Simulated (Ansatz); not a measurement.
The starting structures come from a database of crystals and need not be the phases stable at ambient conditions.

Given:

```yaml
crystal:
  lattice:
    - [4.89739, 0.00000, 0.00000]
    - [0.00000, 11.19079, 0.00000]
    - [0.00000, 0.00000, 5.88326]
  atoms:
    - { symbol: Rb, position: [0.50000, 0.86596, 0.67151] }
    - { symbol: Rb, position: [0.50000, 0.13404, 0.32849] }
    - { symbol: Rb, position: [0.50000, 0.63404, 0.17151] }
    - { symbol: Rb, position: [0.50000, 0.36596, 0.82849] }
    - { symbol: Te, position: [0.00000, 0.89686, 0.14027] }
    - { symbol: Te, position: [0.00000, 0.10314, 0.85973] }
    - { symbol: Te, position: [0.00000, 0.60314, 0.64027] }
    - { symbol: Te, position: [0.00000, 0.39686, 0.35973] }
```

Space group of this cell: Pbam. The cell is taken as given.

Transport runs along the normal of the first two printed cell vectors.

No gap correction and no spin-orbit coupling; mid-gap values are interpolated between computed energies.

Problem. Estimate the band gap and the smallest decay constant κ at mid-gap that Ansatz (a program for electronic structure) with r2SCAN returns for this system.

Solution. Gap 1.16 eV on a 6×4×6 mesh; κ = 0.194 1/Å, at the zone centre.
